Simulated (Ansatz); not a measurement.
The starting structures come from a database of crystals and need not be the phases stable at ambient conditions.

 Where the default PAW files enter, the runs use the earlier of Ansatz's two default sets.

By LDA, the system below comes out a metal.

Without scattering a metal conducts by its projected Fermi surface.

Given:

```
Ag
1.0
    2.86768     0.00000     0.00000
   -0.95589     2.70367     0.00000
    0.95589     1.35184     2.34145
Ag
1
Direct
  0.00000   0.00000   0.00000
```

Space group of this cell: Im-3m, bcc (W type). The cell is taken as given; by LDA its mean pressure is -11.4 GPa.

The current flows along the normal of the first two printed cell vectors, the (110) plane of the conventional cell. No spin-orbit coupling; the value is a mean over 0.1 eV about the Fermi level.

Predict the ballistic conductance per area from LDA in Ansatz (an electronic-structure program).

0.85 × 10¹⁵ S/m² for both spins.
